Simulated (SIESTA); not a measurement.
A user runs SIESTA on VCl₂O (Immm, 4 atoms in the cell) and asks whether the run is sound. The aim is a self-consistent single point with DFT, LDA PW92+U, numerical atomic orbitals TZP, PseudoDojo LDA standard norm-conserving potentials (rewritten from UPF to PSML).

Cell that was meant: a = 7.0172 Å, b = 7.0172 Å, c = 7.0172 Å, α = 150.97°, β = 149.92°, γ = 42.30°.

Part of the input:

```
DFTU.FirstIteration          true
%block DFTU.proj
  V 1
  n=4 0
  3.25 0.00
  0.00 0.00
%endblock DFTU.proj
```

The program printed (abridged):

```
reinit: Reading from file input.fdf

reinit: System Name: VCl2O
reinit: System Label: siesta

NOTE on units for spin output:
   [... lines left out ...]
DM filled with atomic data (user-defined):

InitMesh: MESH = 72 x 72 x 54 = 279936
InitMesh: Mesh cutoff (required, used) =   350.000   474.370 Ry
hubbard_term: recalculating local occupations    1
hubbard_term: maximum change in local occup.    0.950452
hubbard_term: recalculating Hamiltonian

stepf: Methfessel-Paxton step function
       Using Hermite-Gauss polynomials of order  0
hubbard_term: recalculating local occupations    1
hubbard_term: maximum change in local occup.    0.031948
hubbard_term: recalculating Hamiltonian
        iscf     Eharris(eV)        E_KS(eV)     FreeEng(eV)     dDmax    Ef(eV) dHmax(eV)
   scf:    1    -3315.729726    -3338.426204    -3338.427146  0.745391 -3.075831 19.634270
     spin moment: {S} , |S| = {        0.0        0.0    1.00000 }     1.00000
   scf:    2    -3351.375341    -3345.561733    -3345.562819  0.085174 -4.250889 12.357301
     spin moment: {S} , |S| = {        0.0        0.0    1.00000 }     1.00000
   scf:    3    -3336.183336    -3347.350608    -3347.351506  0.186499 -6.262091  8.526389
   [... lines left out ...]
hubbard_term: recalculating local occupations    9
hubbard_term: maximum change in local occup.    0.000019
   scf:   18    -3350.462840    -3350.462840    -3350.464403  0.000120 -5.808040  0.000565
     spin moment: {S} , |S| = {        0.0        0.0    1.00000 }     1.00000
hubbard_term: recalculating local occupations   10
hubbard_term: maximum change in local occup.    0.000019
   scf:   19    -3350.462840    -3350.462840    -3350.464403  0.000004 -5.808011  0.000423
     spin moment: {S} , |S| = {        0.0        0.0    1.00000 }     1.00000
SCF Convergence by DM+H criterion
max |DM_out - DM_in|         :     0.0000041408
max |H_out - H_in|      (eV) :     0.0004232782
DFT+U population converged by dTol_pop criteria:
max |pop(DFT+U)_i - pop(DFT+U)_j|:     0.0000188225
SCF cycle converged after 19 iterations

Using DM_out to compute the final energy and forces
hubbard_term: recalculating local occupations   11
hubbard_term: maximum change in local occup.    0.000019
hubbard_term: recalculating Hamiltonian and forces

siesta: E_KS(eV) =            -3350.4628

siesta: E_KS - E_eggbox =     -3350.4628

siesta: Atomic forces (eV/Ang):
     1   -0.000000   -0.000000    0.000000
     2   -0.000538   -0.000215   -0.730920
     3    0.000538    0.000215    0.730920
     4   -0.000000    0.000000   -0.000000
   [... lines left out ...]
siesta: FreeEng =     -3350.464392
siesta: Cell volume =         83.853475 Ang**3
siesta:        -107.51971386        -92.02095863  kBar
   [... lines left out ...]

              0.003

mulliken: Qtot =       16.000

Mulliken Atomic Populations:
Atom #   charge [q] valence [e]      Sz [e]  Species
     1     0.148786   12.851214    1.210332  V
     2     0.068247    6.931753   -0.028783  Cl
     3     0.068247    6.931753   -0.028783  Cl
     4    -0.285280    6.285280   -0.152767  O
 Total     0.000000                1.000000
```

Problem. Is anything amiss in this input, and did it matter?

Solution. The run is not sound. The fault is a Hubbard U on the wrong shell. The U belongs on the localised d or f shell; another shell may not exist in the potential or acts on the wrong states. To fix it, name the d or f shell. The run converged in 19 iterations without an error; against the sound input the free energy drops by 605 meV/atom, the pressure goes from -8.75 to -10.75 GPa, the largest force goes from 0.496 to 0.731 eV/Å, no clean gap remains on the mesh (levels overlap or are partly filled), against 0.80 eV before and the size of the net moment stays at 0.25 μB/atom.

The sound input it was made from differs as follows (other fixes are possible):
```diff
-  n=4 0
+  n=3 2
```

With that input, the run converged in 46 iterations: free energy E − TS -3348.0441 eV; top of the valence band (on the code's own zero) -6.88 eV; gap on the k-point mesh 0.80 eV; pressure -8.75 GPa; largest force (vector length) 0.496 eV/Å (DFT, LDA PW92+U, numerical atomic orbitals TZP, PseudoDojo LDA standard norm-conserving potentials (rewritten from UPF to PSML)).

On the sound input: the starting cell comes from a database of computed structures (which also holds hypothetical and non-ambient phases and stackings), without a prior relaxation at this level. With one magnetic atom in the cell only a parallel order is possible. With U or open f shells several self-consistent states can exist. Values carry the incompleteness of an atom-centred basis. With a pressure of about -9 GPa the cell is away from its equilibrium volume at this level.
